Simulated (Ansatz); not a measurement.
Fermi-surface data of Hf under load (space group P6_3/mmc)

Data:

```
Hf
1.0
    3.13894     0.00000     0.00000
   -1.56947     2.71841     0.00000
    0.00000     0.00000     4.97808
Hf
2
Direct
  0.33333   0.66667   0.25000
  0.66667   0.33333   0.75000
```

Method: PBEsol, rigid bands (plane waves, PAW, scalar-relativistic; Ansatz, a first-principles code). Condition of this run: hydrostatic pressure 2 GPa (the target of the relaxation). How the cell was made: cell and atoms relaxed with PBEsol, then loaded as said.

```
Quantity                                                            Value
------------------------------------  -----------------------------------
density of states at the Fermi level    1.38 states/(eV·cell), both spins
bare Sommerfeld coefficient                     1.62 mJ/(mol of atoms·K²)
Drude plasma energy                          4.2 (x), 4.2 (y), 4.5 (z) eV
root-mean-square Fermi velocity                                 4.7e5 m/s
resistivity times τ                   28 (x), 28 (y), 24 (z) ×10⁻²² Ω·m·s
```

A metal at this level (no band gap); rigid bands, thermally averaged at 300 K, both spins. Spin-orbit coupling is left out, which matters with elements this heavy. τ is one relaxation time for all states.
